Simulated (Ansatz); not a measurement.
Consider the following.

```
LiF
1.0
    0.00000     2.02183     2.02183
    2.02183     0.00000     2.02183
    2.02183     2.02183     0.00000
F Li
1 1
Direct
  0.00000   0.00000   0.00000
  0.50000   0.50000   0.50000
```

No spin polarisation.

Calculations: plane-wave PAW DFT at the r2SCAN level (Ansatz, a program for electronic structure, 500 eV), no spin-orbit coupling. Settings: 14×14×14 k-points, 0.05 eV Fermi–Dirac smearing.

Problem. Estimate the electron mass.

Solution. 0.86 mₑ (at Γ).

Problem. What gap character does the calculation give?

Solution. Direct at Γ.

The cells carry an imposed strain or load. Effective masses come from finite differences of ±0.01 Å⁻¹. No phonon test of stability was made. The cell was made from LiF in the rock salt structure (space group Fm-3m, No. 225) by this change: isotropic strain +1.34 %.
